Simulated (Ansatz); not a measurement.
Os, pressure series

Start from Os in the hcp (Mg type) structure (space group P6_3/mmc, No. 194; a = 2.729 Å, c = 4.306 Å).

Cell and atoms are relaxed at each pressure.

All numbers come from Kohn–Sham DFT with the PBEsol functional, run in Ansatz (a quantum-chemistry and plane-wave program) with PAW and 420 eV plane waves, no spin-orbit coupling.

Notes on the quantities. enthalpy: H = E + PV relative to the base's energy.

| variant | volume per atom | enthalpy |
|---|---|---|
| base | 13.89 Å³ | – |
| pressure −2 GPa | 13.96 Å³ | -0.17 eV/atom |
| pressure −1 GPa | 13.92 Å³ | -0.09 eV/atom |
| pressure 0.9 GPa | 13.86 Å³ | +0.08 eV/atom |
| pressure 2.1 GPa | 13.83 Å³ | +0.18 eV/atom |
| pressure 4.5 GPa | 13.75 Å³ | +0.39 eV/atom |
| pressure 9 GPa | 13.62 Å³ | +0.77 eV/atom |
| pressure 15 GPa | 13.45 Å³ | +1.28 eV/atom |
| pressure 22.5 GPa | 13.26 Å³ | +1.90 eV/atom |
| pressure 30 GPa | 13.08 Å³ | +2.52 eV/atom |

Load acts through the strain it causes; cell and atoms are relaxed under it. No phonon test of stability was made. No other phases were tried under pressure. All final runs are without spin polarisation.
